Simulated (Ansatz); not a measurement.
Take BP in the zinc blende structure (space group F-43m, No. 216) as the base.

```cif
data_BP
_chemical_formula_sum 'P1 B1'
_space_group_name_H-M_alt 'P 1'
_space_group_IT_number 1
_cell_length_a 3.19627
_cell_length_b 3.19627
_cell_length_c 3.19627
_cell_angle_alpha 60.000
_cell_angle_beta 60.000
_cell_angle_gamma 60.000
loop_
_space_group_symop_operation_xyz
  'x, y, z'
loop_
_atom_site_label
_atom_site_type_symbol
_atom_site_fract_x
_atom_site_fract_y
_atom_site_fract_z
_atom_site_occupancy
P1 P 0.75000 0.75000 0.75000 1
B1 B 0.00000 0.00000 0.00000 1
```

Calculations: Kohn–Sham DFT with the PBEsol functional, run in Ansatz (a program for electronic structure) with PAW and 420 eV plane waves, spin-orbit coupling left out, earlier PAW set.

One change was made to it. Results:

The band gap changes from 1.11 eV to zero; the shortest interatomic distance rises by 0.171 Å, from 1.957 Å to 2.128 Å; the density shrinks by 0.77 g/cm³ to 2.24 g/cm³.

**Question.** What was done to the base?
(A) P → Te
(B) P → W
(C) B → Be

**Answer.** C, B → Be. For comparison, the shortest interatomic distance in the other runs: P → Te gives 2.325 Å; P → W gives 2.080 Å.

Stability against distortions was not tested. As relaxed here, BeP, BTe and WB are hypothetical phases, not in the database extracts checked. All final runs are without spin polarisation. An odd electron count without spin: BeP, BTe and WB. WB has a high density of states at the Fermi level and may be magnetic at this level.
